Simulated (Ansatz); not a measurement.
Base system: Al (space group P6_3/mmc, No. 194; a = 2.829 Å, c = 9.369 Å; a cell from a computed database, its experimental status unchecked).

The values are results of PBEsol in Ansatz (plane waves to 420 eV, PAW, without spin-orbit coupling), not measurements.

One change was made to it. Results:

```json
[
 {"quantity": "c/a ratio", "base": "3.311", "after": "3.297"},
 {"quantity": "lattice parameter a", "base": "282.9 pm", "after": "280.1 pm"}
]
```

### Question
Which of these changes matches the shifts?
A) pressure 1.5 GPa
B) pressure 3 GPa
C) pressure −1 GPa
D) pressure 0.7 GPa

### Answer
B, pressure 3 GPa. For comparison, the lattice parameter a in the other runs: pressure 1.5 GPa gives 281.5 pm; pressure 0.7 GPa gives 282.2 pm; pressure −1 GPa gives 284.0 pm.

Load acts through the strain it causes; cell and atoms are relaxed under it. No phonon test of stability was made. This is not the structure that Al has at room temperature and ambient pressure.

Ansatz is an electronic-structure program.
